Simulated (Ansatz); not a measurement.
Consider Ge-vacancy pair (Ge on one host Cu site, one Cu site vacant) in fcc Cu, neutral cell. These are PBE, PAW (plane waves to 420 eV; Ansatz, a first-principles code) values and carry that method's errors.

Settings: 32 host sites, the relaxed PBE lattice, a 2×2×2 k-point mesh shifted by half a step, smearing 0.10 eV, spin-restricted, no image-charge correction. Energies are static. Forms of the defect that were not tried may lie lower.

Barriers: single points on a 4×4×4 k-point mesh shifted by half a step at the bands' geometries.

The step: the Ge atom itself jumps into the vacancy (Ge-vacancy distance between ideal sites 2.57 Å throughout); the atom moves 2.39 Å along (0.00, 0.47, 0.47) of the unit cell; the moving atom starts with neighbours 4 Cu at 2.53, 2 Cu at 2.59, 5 Cu at 2.64 Å and ends with 4 Cu at 2.53, 2 Cu at 2.59, 5 Cu at 2.64 Å.

Q: What migration barrier of this step does PBE, PAW give?

A: 0.48 eV, the same both ways. At the saddle the moving atom has neighbours 4 Cu at 2.37, 4 Cu at 2.83 Å. The saddle point's order was not checked, and it lies on a symmetry element of the cell, where a band can be held.
